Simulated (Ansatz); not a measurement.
## GaAs (model structure, started from the NiAs type, P6₃/mmc, No. 194, 4 atoms in the cell)

Method: PBEsol (Ansatz, a program for electronic structure, plane waves, PAW).

Numerical settings: plane-wave cutoff 500 eV, 12×12×8 k mesh (along the axes of the cell as run), Fermi–Dirac smearing 0.05 eV, scalar-relativistic PAW data made under PBE.

Cell (relaxed at this level):

```
GaAs
1.0
    3.69751     0.00000     0.00000
   -1.84876     3.20214     0.00000
    0.00000     0.00000     6.36546
Ga As
2 2
Direct
  0.00000   0.00000   0.00000
  0.00000   0.00000   0.50000
  0.33333   0.66667   0.25000
  0.66667   0.33333   0.75000
```

For GaAs (model structure, started from the NiAs type, P6₃/mmc, No. 194, 4 atoms in the cell), the band gap comes out as zero (no gap).

Note: the relaxation could raise the start's symmetry but not lower it, so the cell can be a saddle point.

Spin–orbit coupling is not included.

The computed numbers hold no vibrational or temperature effects.

Computing time: about 110 core-seconds (a rough figure).

A model structure was made by putting elements into a prototype or built by hand; it is no filed structure, need not be a known phase, and can be a saddle point held by its symmetry.
